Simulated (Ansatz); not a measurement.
Consider these faces of fluorite-type CoSi2, relaxed from ideal cuts in 1x1 cells: (110), (111), (211).

Method: PBE (plane waves to 420 eV, PAW; Ansatz, a first-principles code).

Question: Rank these by surface energy (lowest first), as PBE gives it.

Answer: (111) (1.46 J/m²), (110) (1.68 J/m²), (211) (1.88 J/m²)
